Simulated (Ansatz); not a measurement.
HfSi₂ (Cmcm, No. 63, 6 atoms in the cell; start mp-1069)

All values below come from LDA in Ansatz (plane waves, PAW).

Run with plane-wave cutoff 500 eV, 12×12×12 k mesh, Fermi–Dirac smearing 0.05 eV, scalar-relativistic PAW data made under PBE.

Cell (relaxed at this level):

Space group Cmcm (No. 63); a = 3.622 Å, b = 14.233 Å, c = 3.611 Å, α = 90.00°, β = 90.00°, γ = 90.00°

```
atom  site  symmetry       x       y       z
----  ----  --------  ------  ------  ------
Hf      4c       m2m  0.0000  0.1046  0.7500
Si      4c       m2m  0.0000  0.2502  0.2500
Si      4c       m2m  0.0000  0.5552  0.2500
```
(The calculation used a cell of 6 atoms; values per cell refer to that cell.)

```yaml
band_gap: zero (no gap)
```

Note: the relaxation could not lower the start's symmetry, so the cell can be a saddle point above a distorted one.

Spin–orbit coupling is not included.

Cost on a shared machine: roughly 5 core-minutes.

A start named mp-… is a Materials Project structure, which need not be a measured phase.

Ansatz is a first-principles code.
